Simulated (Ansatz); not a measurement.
For Sn (model structure, started from the beta-W type, Pm-3n, No. 223, 8 atoms in the cell), LDA (Ansatz, an electronic-structure program, plane waves, PAW) gives:

lattice parameter a: 5.945 Å
bulk modulus: 56.2 GPa
cohesive energy: 3.86 eV/atom

Task: What does r²SCAN (Ansatz, PAW) give for the same quantities?

Result: 
- lattice constant a: 6.062 Å (goes up by 2.0 %)
- bulk modulus: 48.1 GPa (falls by 14 %)
- cohesive energy: 2.95 eV/atom (shrinks by 0.91 eV/atom)

Changes are worked out from the printed values.

Unless a cell is named, each level is at its own relaxed cell (LDA 26.27, r²SCAN 27.84 Å³/atom).

Levels without +SOC leave out spin–orbit coupling, which shifts energies and cells of such heavy elements.

Caveats: the bulk modulus is −V dP/dV from two relaxed cells at ±2 % in volume (LDA, r²SCAN). Ansatz's density-functional and Hartree–Fock values are scalar-relativistic unless marked +SOC, with PAW data made under PBE.

A model structure was made by putting elements into a prototype or built by hand; it is no filed structure, need not be a known phase, and can be a saddle point held by its symmetry.
